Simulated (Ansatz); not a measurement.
Task: Name crystals whose electron conductivity mass lies between 0.23 and 0.37 mₑ and whose hole conductivity mass lies between 0.55 and 0.86 mₑ, by PBEsol, rigid bands run with Ansatz (an electronic-structure program).

Result: Many crystals can fit; among those computed here:
- SiC (F-43m): 0.30 mₑ, 0.68 mₑ
- BeS (F-43m): 0.37 mₑ, 0.66 mₑ
- CsCdCl3 (Pm-3m): 0.25 mₑ, 0.79 mₑ
- AlP (F-43m): 0.33 mₑ, 0.60 mₑ
- KMgH3 (Pm-3m): 0.36 mₑ, 0.68 mₑ

Masses are for dilute carriers at 300 K, harmonic means over directions unless an axis is named. Spin-orbit coupling is left out.

Formula and space group known from diffraction (Crystallography Open Database), not checked to be the room-temperature form: CsCdCl3 (Pm-3m), KMgH3 (Pm-3m).
